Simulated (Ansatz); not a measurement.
```
CELL_PARAMETERS angstrom
     26.00000     0.00000     0.00000
      0.00000    26.00000     0.00000
      0.00000     0.00000     5.66788
ATOMIC_POSITIONS crystal
  Zn 0.78055 0.50000 0.66683
  O  0.77627 0.56306 0.83317
  O  0.78337 0.50000 0.33317
  Zn 0.75277 0.62173 0.66683
  O  0.72155 0.67668 0.83317
  Zn 0.77352 0.56243 0.16683
  O  0.75531 0.62295 0.33317
  Zn 0.67492 0.71934 0.66683
  O  0.62295 0.75531 0.83317
  Zn 0.71934 0.67492 0.16683
  O  0.67668 0.72155 0.33317
  Zn 0.56243 0.77352 0.66683
  O  0.50000 0.78337 0.83317
  Zn 0.62173 0.75277 0.16683
  O  0.56306 0.77627 0.33317
  Zn 0.43757 0.77352 0.66683
  O  0.37705 0.75531 0.83317
  Zn 0.50000 0.78055 0.16683
  O  0.43694 0.77627 0.33317
  Zn 0.32508 0.71934 0.66683
  O  0.27845 0.67668 0.83317
  Zn 0.37827 0.75277 0.16683
  O  0.32332 0.72155 0.33317
  Zn 0.24723 0.62173 0.66683
  O  0.22373 0.56306 0.83317
  Zn 0.28066 0.67492 0.16683
  O  0.24469 0.62295 0.33317
  Zn 0.21945 0.50000 0.66683
  O  0.22373 0.43694 0.83317
  Zn 0.22648 0.56243 0.16683
  O  0.21663 0.50000 0.33317
  Zn 0.24723 0.37827 0.66683
  O  0.27845 0.32332 0.83317
  Zn 0.22648 0.43757 0.16683
  O  0.24469 0.37705 0.33317
  Zn 0.32508 0.28066 0.66683
  O  0.37705 0.24469 0.83317
  Zn 0.28066 0.32508 0.16683
  O  0.32332 0.27845 0.33317
  Zn 0.43757 0.22648 0.66683
  O  0.50000 0.21663 0.83317
  Zn 0.37827 0.24723 0.16683
  O  0.43694 0.22373 0.33317
  Zn 0.56243 0.22648 0.66683
  O  0.62295 0.24469 0.83317
  Zn 0.50000 0.21945 0.16683
  O  0.56306 0.22373 0.33317
  Zn 0.67492 0.28066 0.66683
  O  0.72155 0.32332 0.83317
  Zn 0.62173 0.24723 0.16683
  O  0.67668 0.27845 0.33317
  Zn 0.75277 0.37827 0.66683
  O  0.77627 0.43694 0.83317
  Zn 0.71934 0.32508 0.16683
  O  0.75531 0.37705 0.33317
  Zn 0.77352 0.43757 0.16683
```

Method: PBE (plane waves to 420 eV, PAW; Ansatz, a quantum-chemistry and plane-wave program). Mesh 1×1×6. No spin polarisation. One-dimensional cell, images about 11 Å apart. A hypothetical model, rolled from the flat sheet. Symmetry and one short period hold its shape; lower forms weren't sought.

Task: Tabulate the two highest filled and two lowest empty levels along the axis, from the valence top.

Result: 
```csv
k (2π/c),v2 (eV),v1 (eV),c1 (eV),c2 (eV)
0.000,-0.03,0.00,1.65,1.88
0.042,-0.04,-0.03,1.68,1.90
0.083,-0.10,-0.06,1.76,1.97
0.125,-0.14,-0.10,1.89,2.08
0.167,-0.20,-0.15,2.04,2.21
0.208,-0.27,-0.21,2.21,2.37
0.250,-0.36,-0.29,2.40,2.54
0.292,-0.45,-0.38,2.60,2.73
0.333,-0.55,-0.47,2.80,2.93
0.375,-0.67,-0.58,3.01,3.13
0.417,-0.78,-0.69,3.23,3.35
0.458,-0.89,-0.80,3.45,3.57
0.500,-0.89,-0.89,3.67,3.67
```
